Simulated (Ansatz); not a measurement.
# Co: pressure −1 GPa

The parent structure is Co in the hcp (Mg type) structure (space group P6_3/mmc, No. 194; a = 2.494 Å, c = 4.032 Å; ferromagnetic).

One thing is altered: hydrostatic tension (pressure −1 GPa).

The values are results of PBE (Ansatz, a first-principles code), spin-orbit coupling left out, earlier PAW set, not measurements. k-mesh 21×21×12 (Γ-centred); smearing 0.05 eV (Fermi–Dirac).

The volume per atom grows by 0.05 Å³ to 10.91 Å³ and the density drops by 0.04 g/cm³, from 9.01 g/cm³ to 8.97 g/cm³. The lattice parameter a grows by 0.004 Å to 2.498 Å and the c/a ratio is nearly the same (1.617 against 1.616). The shortest interatomic distance grows by 0.004 Å (2.477 Å → 2.481 Å) and the enthalpy H = E + PV relative to the base's energy amounts to -0.07 eV/atom. The band gap remains zero and the magnetic state remains ferromagnetic.

Other magnetic orders, which the real material may have, were not ruled out. Load acts through the strain it causes; cell and atoms are relaxed under it. Whether these cells are dynamically stable was not tested.
